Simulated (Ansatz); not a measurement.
Response to strain in SrTiO3

Consider SrTiO3 in the cubic perovskite structure (space group Pm-3m, No. 221; a = 3.9365 Å).

Strains are applied to the cell and any free atomic positions relax.

Levels (all Ansatz, an electronic-structure program, PAW, earlier PAW set): PBE (420 eV, no spin-orbit coupling); r2SCAN (500 eV, spin-orbit coupling left out); HSE06 (420 eV, no SOC).

| isotropic strain (%) | band gap, PBE (eV) | band gap, r2SCAN (eV) | band gap, HSE06 (eV) |
|---|---|---|---|
| -0.72 | 1.89 | 2.27 | 3.34 |
| 0 | 1.85 | 2.21 | 3.28 |
| 0.87 | ? | ? | ? |
| 3.08 | 1.66 | 2.00 | 3.04 |

Question: Fit E_g = E₀ + Dε (ε in %) to the rows shown and predict the withheld row.

Answer: Least squares on the printed values gives 

- PBE: E₀ = 1.85 eV, D = -60.9 meV per % of strain (largest residual 0.00 eV); this predicts 1.79 eV, and the run gives 1.79 eV, in agreement
- r2SCAN: E₀ = 2.22 eV, D = -70.2 meV per % of strain (largest residual 0.01 eV); this predicts 2.15 eV, and the run gives 2.15 eV, in agreement
- HSE06: E₀ = 3.28 eV, D = -78.6 meV per % of strain (largest residual 0.00 eV); this predicts 3.21 eV, and the run gives 3.21 eV, in agreement.

Single points use the geometry relaxed with PBE. HSE06 gaps are upper bounds (no full band path). Stability against distortions was not tested. All final runs are without spin polarisation. Many cubic perovskites are stable only at high temperature; tilts and polar distortions were not tested.
